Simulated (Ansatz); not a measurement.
# A computed series for SiO2: pressure series

Take SiO2 in the rutile structure (space group P4_2/mnm, No. 136; a = 4.236 Å, c = 2.690 Å) as the base.

Cell and atoms are relaxed at each pressure.

Calculations: PBE, PAW, 420 eV (Ansatz, a program for electronic structure; scalar-relativistic without spin-orbit coupling).

| variant | width of the top valence band | hole mass | volume per atom |
|---|---|---|---|
| base | 2.56 eV | 1.9 mₑ along c, 1.1 mₑ across (at Γ) | 8.05 Å³ |
| pressure −2 GPa | 2.53 eV | 2.0 mₑ along c, 1.1 mₑ across (at Γ) | 8.11 Å³ |
| pressure −1 GPa | 2.55 eV | 2.0 mₑ along c, 1.1 mₑ across (at Γ) | 8.08 Å³ |
| pressure 0.9 GPa | 2.57 eV | – | 8.02 Å³ |
| pressure 2.1 GPa | 2.58 eV | 1.9 mₑ along c, 1.1 mₑ across (at Γ) | 7.98 Å³ |
| pressure 4.5 GPa | 2.61 eV | 1.8 mₑ along c, 1.1 mₑ across (at Γ) | 7.91 Å³ |
| pressure 9 GPa | 2.66 eV | 1.8 mₑ along c, 1.1 mₑ across (at Γ) | 7.80 Å³ |
| pressure 15 GPa | 2.72 eV | 1.7 mₑ along c, 1.1 mₑ across (at Γ) | 7.65 Å³ |
| pressure 22.5 GPa | 2.79 eV | – | 7.49 Å³ |

The levels and masses belong to the bands next to the band gap. Load acts through the strain it causes; cell and atoms are relaxed under it. Effective masses come from finite differences of ±0.01 Å⁻¹. No phonon test of stability was made. No other phases were tried under pressure.
